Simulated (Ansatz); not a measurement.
Take SiO$_{2}$ in the rutile structure (space group P4_2/mnm, No. 136; a = 4.195 Å, c = 2.678 Å) as the base.

It is then changed as follows: every lattice vector is shortened by 0.60 %, atoms relaxed at fixed cell.

Calculations: PBEsol (Ansatz, a first-principles code), without spin-orbit coupling.

Base, band edges from the VBM (valence, conduction): A -1.55, 6.97; M -2.27, 7.19; R -1.76, 8.57; X -1.07, 7.50; Z -2.67, 8.87; Γ 0.00, 5.35 eV.

### Question
Give the band edges at the high-symmetry points of the new zone, measured from its valence-band maximum.

### Answer
```tsv
point	valence edge (eV)	conduction edge (eV)
Γ	0.00	5.65
X	-1.09	7.74
M	-2.34	7.42
Z	-2.74	9.10
R	-1.81	8.74
A	-1.59	7.14
```

The gap is 5.65 eV, direct at Γ.

The cells carry an imposed strain or load. No phonon test of stability was made.
